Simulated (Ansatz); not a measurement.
Sn: response to strain

Base system: Sn in the diamond structure (space group Fd-3m, No. 227; a = 6.656 Å; relaxed with 0.1 eV smearing).

Strains are applied to the cell and any free atomic positions relax.

Calculations: PBE (Ansatz, a program for electronic structure; PAW; 420 eV plane waves; no SOC).

Notes on the quantities. energy relative to the base: free energy F.

```
change                    energy relative to the base  pressure  volume per atom
------------------------  ---------------------------  --------  ---------------
base                                       0 meV/atom   0.0 GPa         36.86 Å³
isotropic strain −3.00 %                 +37 meV/atom   4.1 GPa         33.64 Å³
isotropic strain −2.50 %                 +25 meV/atom   3.3 GPa         34.17 Å³
isotropic strain −2.00 %                 +16 meV/atom   2.5 GPa         34.69 Å³
isotropic strain −1.50 %                +8.8 meV/atom   1.8 GPa         35.23 Å³
isotropic strain +1.00 %                +3.6 meV/atom  -1.0 GPa         37.98 Å³
isotropic strain +1.50 %                +7.9 meV/atom  -1.4 GPa         38.55 Å³
isotropic strain +2.00 %                 +14 meV/atom  -1.8 GPa         39.12 Å³
isotropic strain +2.50 %                 +21 meV/atom  -2.2 GPa         39.70 Å³
isotropic strain +3.00 %                 +30 meV/atom  -2.5 GPa         40.28 Å³
```

Whether these cells are dynamically stable was not tested.
